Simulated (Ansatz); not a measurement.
Bi2Se3: Se → Ge

The reference is Bi$_{2}$Se$_{3}$ in the Bi2Te3 type structure (space group R-3m, No. 166; a = 4.144 Å, c = 28.445 Å (hexagonal axes)).

It is then changed as follows: Ge takes the place of Se on all its sites; the structure is relaxed again.

Calculations: Ansatz (a quantum-chemistry and plane-wave program), PBE-D3(BJ), PAW, cutoff 420 eV, no spin-orbit coupling, earlier PAW set. Γ-centred 13×13×13 mesh, Fermi–Dirac width 0.05 eV, for the changed cell.

| quantity | base | changed | shift |
|---|---|---|---|
| volume per atom | 28.21 Å³ | 24.53 Å³ | -3.674 Å³ |
| lattice parameter a | 4.144 Å | 4.085 Å | -0.059 Å |
| c/a ratio | 6.864 | 6.234 | -0.630 |
| space group | R-3m (No. 166) | R-3m (No. 166) | – |
| shortest interatomic distance | 2.863 Å | 2.609 Å | -0.254 Å |
| band gap | 0.16 eV | zero | – |

Final structure:

```
Bi2Ge3
1.0
    2.04253     1.17925     8.48834
   -2.04253     1.17925     8.48834
    0.00000    -2.35851     8.48834
Bi Ge
2 3
Cartesian
  0.00000   0.00000  10.21466
  0.00000   0.00000  15.25037
  0.00000   0.00000   0.00000
  0.00000   0.00000   4.80196
  0.00000   0.00000  20.66307
```

With Bi present, leaving out spin-orbit coupling can change the band edges. Stability against distortions was not tested. As relaxed here, Bi2Ge3 is a hypothetical phase, not in the database extracts checked. All final runs are without spin polarisation. A zero or small gap of Bi2Se3 can be the functional's error rather than a property of the material.
